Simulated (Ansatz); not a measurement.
The parent structure is C in the graphite type structure (space group P6_3/mmc, No. 194; a = 2.458 Å, c = 6.565 Å; layered, stacked along the Cartesian z axis). Axes: x lies along a and z along c of the hexagonal cell.

Computed with PBEsol-D3(BJ) in Ansatz (plane waves to 420 eV, PAW, no spin-orbit coupling), earlier PAW set.

For the base:

- Pressure = 0.0 GPa

Perturbation: uniaxial strain ε_yy = +3.42 %, all other strain components held at zero, atoms relaxed at fixed cell.

### Question
What does the calculation give for the energy relative to the base and pressure after the change?

### Answer
The energy increases by 33 meV/atom; the pressure (mean of the normal stresses, compression positive) goes from zero to -13.8 GPa.

Stability against distortions was not tested. Gaps under 0.05 eV, about the width of the smearing, are given as zero.

Ansatz is a first-principles code.
